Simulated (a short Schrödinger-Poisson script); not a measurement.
Structure: MOS inversion layer, SiO2 on p-type Si(100), at 300 K.

From the gate side: 3.7 nm SiO2; 270 nm Si, acceptors 2.6e18 cm⁻³.

The device is made up for the run: typed textbook-type constants, with dimensions and the other settings drawn at random. SiO2: permittivity 3.9, conduction-band edge (eV) 3.15, gap (eV) 9, electron mass (mₑ) 0.5. Si: permittivity 11.7, conduction-band edge (eV) 0, gap (eV) 1.124, Nv at 300 K (cm⁻³) 3.1e19.

Channel valleys (confinement mass, in-plane density-of-states mass, number): Δ2 0.916, 0.19, 2; Δ4 0.19, 0.417, 4. At the gate the conduction-band edge of layer 1 lies 3.23 eV − eVg above the Fermi level of the channel; the field vanishes at the back. Gaps are held at their typed values at every temperature. Mesh 0.03 nm at interfaces.

From a short Schrödinger-Poisson script (our own, NumPy): 1D Poisson equation in equilibrium, electrons quantum, Hartree (BenDaniel-Duke, 12 states a valley, the channel's in-plane mass for all, wave functions free to enter the dielectric), parabolic valleys, classical holes, full ionisation, no traps, pinning or gate leakage.

```tsv
Vg (V)	electrons (cm⁻²)	C (μF/cm²)	Δ2 E0 (meV from the Fermi level)	Δ4 E0 (meV from the Fermi level)
1.05	4.59e9	0.321	180.6	260.5
1.2	1.13e11	0.492	97.2	179.5
1.35	5.71e11	0.704	53.9	138.1
1.5	1.22e12	0.775	32.6	118.4
1.65	1.93e12	0.804	18.8	106.1
1.8	2.67e12	0.820	8.3	97.2
1.95	3.43e12	0.829	-0.2	90.1
2.1	4.20e12	0.836	-7.5	84.1
2.25	4.98e12	0.841	-14.1	79.0
2.4	5.76e12	0.846	-20.0	74.4
2.55	6.55e12	0.849	-25.5	70.2
2.7	7.34e12	0.852	-30.6	66.4
2.85	8.14e12	0.854	-35.5	62.8
3	8.94e12	0.856	-40.1	59.5
3.15	9.74e12	0.858	-44.5	56.4
3.3	1.05e13	0.860	-48.7	53.4
```

Gate voltages with under 1e9 electrons/cm² are left out.

Task: At Vg = 3.3 V the lowest Δ2 subband lies at -48.7 meV from the Fermi level. How many electrons does it hold, and what share of all?

Result: The two-dimensional density of states is g m/(πħ²) = 1.59e11 cm⁻² meV⁻¹ (both spins), kT = 25.9 meV, so n = D kT ln(1 + exp(−E/kT)) = 8.31e12 cm⁻², 0.79 of the 1.05e13 cm⁻² in all.

Task: Compare the slope of the sheet density between 3 and 3.3 V with the geometric capacitance of the layers between gate and channel.

Result: q Δn/ΔV = 0.833 μF/cm²; ε0/Σ(t/ε) = 0.933 μF/cm². The ratio is 0.89: the channel acts as a further capacitance in series.
